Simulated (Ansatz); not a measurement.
Response to strain in MgS

The reference is MgS in the rock salt structure (space group Fm-3m, No. 225; a = 5.129 Å). Axes: x, y, z lie along the cube axes.

Strains are applied to the cell and any free atomic positions relax; under biaxial strain the out-of-plane vector relaxes too.

The values are results of LDA in Ansatz (plane waves to 420 eV, PAW, scalar-relativistic without spin-orbit coupling), not measurements.

| biaxial strain, plane normal [001], relaxed out of plane (%) | out-of-plane strain (%) |
|---|---|
| 0 | 0.00 |
| 0.5 | -0.26 |
| 1 | -0.52 |
| 1.5 | -0.77 |
| 2 | -1.02 |
| 2.5 | ? |
| 3 | -1.50 |

Question: Fit ε⊥ = −νε + γε² (strains in %) to the rows shown and predict the withheld row.

Answer: Least squares on the printed values gives ν = 0.53 (the biaxial Poisson response) and γ = 0.009 (largest residual 0.00 %); this predicts -1.26 %, and the run gives -1.25 %, in agreement.

No phonon test of stability was made.

Ansatz is an electronic-structure program.
